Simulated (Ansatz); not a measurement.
Crystal: AlTlF4 (I4/mcm, not sure to be the ambient phase, 12 atoms a cell, 14.7 Å³ an atom, -3 GPa at this level); planes in its conventional cell.

Calculation: PBEsol (plane waves, PAW; Ansatz, a first-principles code).

The gap is the functional's own. No spin-orbit coupling. Mid-gap values are interpolated on the energy grid.

| plane | area of the cell (Å²) | mid-gap κ (1/Å) | largest κ in the gap (1/Å) |
|---|---|---|---|
| (110) | 47.7 | 0.33 | 0.33 |
| (100) | 67.5 | [?] | [?] |

Question: The slowest decay depends on the direction. Supply the withheld values.

Answer: 
- (100), mid-gap κ (1/Å): 0.39
- (100), largest κ in the gap (1/Å): 0.40
